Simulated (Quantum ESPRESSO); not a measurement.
Quantum ESPRESSO 7.5, DFT, PBE, plane waves, SSSP 1.1.2 efficiency PBE: bcc Fe with 2 Cu on Fe sites, atoms displaced (Fe6Cu2), unrelaxed at the host's lattice constant, 8 atoms, spin-polarised from a ferromagnetic start (nspin = 2, starting_magnetization 0.3 on Fe). Basis and mesh were picked for this test and aren't claimed converged.

```yaml
cell: 4.96, 4.96, 4.96 Å; 109.5, 109.5, 109.5°
distance_to_the_nearest_atom: 2.30 to 2.42 Å
task: scf
k mesh: 3×3×3
ecutwfc: 45 Ry
ecutrho: 360 Ry
occupations: smearing
smearing: mv
degauss: 0.02 Ry
conv_thr: 8e-09 Ry
tprnfor: true
tstress: false
k-point pools (-nk): 8
diagonalization: david (default)
k-points computed (for each spin): 14
bands: 80
electrons: 134
G-vectors of the density: 73093
FFT grid: 60×60×60
```

One run each.

All on 8 ranks. Base settings, kept where nothing else is said: mixing_mode = plain (default), mixing_beta = 0.7 (default), mixing_ndim = 8 (default). The settings tried:
- mixing_mode = TF, mixing_beta = 1
- mixing_mode = local-TF, mixing_beta = 0.2
- the base settings
- mixing_beta = 1
- mixing_mode = local-TF, mixing_beta = 0.4
- mixing_mode = TF, mixing_beta = 0.2
- mixing_ndim = 2
- mixing_mode = local-TF
- mixing_beta = 0.1
- mixing_mode = TF, mixing_beta = 0.1
- mixing_beta = 0.4
- mixing_mode = TF, mixing_beta = 0.4
- mixing_mode = TF
- mixing_mode = local-TF, mixing_beta = 0.1
- mixing_beta = 0.2

### Question
Name the extremes by SCF iterations: fewest, most, and any that don't converge.

### Answer
Fewest SCF iterations, with those close behind: mixing_mode = local-TF, mixing_beta = 0.4 (16); mixing_mode = local-TF (17); mixing_mode = local-TF, mixing_beta = 0.2 (18). Most among those that reach the base run's result: mixing_mode = local-TF, mixing_beta = 0.1 (44); mixing_beta = 1 (43); the base settings (40); mixing_mode = TF, mixing_beta = 0.1 (39). No convergence: mixing_ndim = 2 (not converged after the 100 iterations allowed).

| setting | SCF iterations | end |
|---|---|---|
| mixing_mode = local-TF, mixing_beta = 0.4 | 16 | converged |
| mixing_mode = local-TF | 17 | converged |
| mixing_mode = local-TF, mixing_beta = 0.2 | 18 | converged |
| mixing_mode = TF, mixing_beta = 0.2 | 22 | converged |
| mixing_mode = TF, mixing_beta = 0.4 | 22 | converged |
| mixing_mode = TF | 22 | converged |
| mixing_mode = TF, mixing_beta = 1 | 29 | converged |
| mixing_beta = 0.1 | 31 | converged |
| mixing_beta = 0.2 | 32 | converged |
| mixing_beta = 0.4 | 32 | converged |
| mixing_mode = TF, mixing_beta = 0.1 | 39 | converged |
| the base settings | 40 | converged |
| mixing_beta = 1 | 43 | converged |
| mixing_mode = local-TF, mixing_beta = 0.1 | 44 | converged |
| mixing_ndim = 2 | 100 | not converged |

2 planned settings were not run, for want of time.
